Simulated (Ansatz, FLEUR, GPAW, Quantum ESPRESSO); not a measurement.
Code comparison for NiO2 (R-3m, 3 atoms in the cell)

Self-consistent single point.

```
NiO2
1.0
    1.36768     0.78963     4.68419
   -1.36768     0.78963     4.68419
    0.00000    -1.57926     4.68419
Ni O
1 2
Direct
  0.00000   0.00000   0.00000
  0.73204   0.73204   0.73204
  0.26796   0.26796   0.26796
```

Shared settings, as Ansatz (a program for electronic structure) writes them: kpoints.mp_grid.grid = 6 6 6; scf.occupations.method = fixed. Potentials and cutoffs stand in the table.

```csv
code,model,largest force (eV/Å),gap on the mesh (eV),cutoff
Quantum ESPRESSO,"PBEsol, GBRV 1.5 ultrasoft (PBESOL) pseudopotentials",0.847,1.250,50 Ry
Ansatz,"PBEsol, PAW files made with PBE",0.763,1.211,420 eV
FLEUR,"PBEsol, all-electron FLAPW (FLEUR), scalar-relativistic valence",0.813,1.222,Kmax 4.5 1/bohr
GPAW,"PBEsol, GPAW PAW datasets PBEsol (made by gpaw-setup)",1.097,1.249,950 eV
```

Gaps are read on the mesh. Another mesh or the band path gives a smaller gap, so these values are not converged in the mesh.

The spread over the programs that give each value: largest force within 0.334 eV/Å; gap on the mesh within 0.039 eV.

FLEUR treats all electrons, but the usual bases taken here (sphere radii, linearisation, local orbitals, empty states) were not tested for convergence, so the values are no reference for the others. 

On the base mesh (14 14 14) the same programs gave: Ansatz pressure 10.95 GPa, gap on the mesh 1.045 eV; Quantum ESPRESSO pressure 12.16 GPa, gap on the mesh 1.083 eV; GPAW gap on the mesh 1.082 eV; FLEUR gap on the mesh 1.055 eV.

The values differ from the base mesh's, so the mesh still matters here: the table compares the programs at equal settings.

The starting cell comes from a database of computed structures (which also holds hypothetical and non-ambient phases and stackings), without a prior relaxation at this level. Its lattice was rescaled by a random factor within 2.5 % of one.

Left out of this page: CP2K (on another mesh).

Keys are those of Ansatz 0.2.
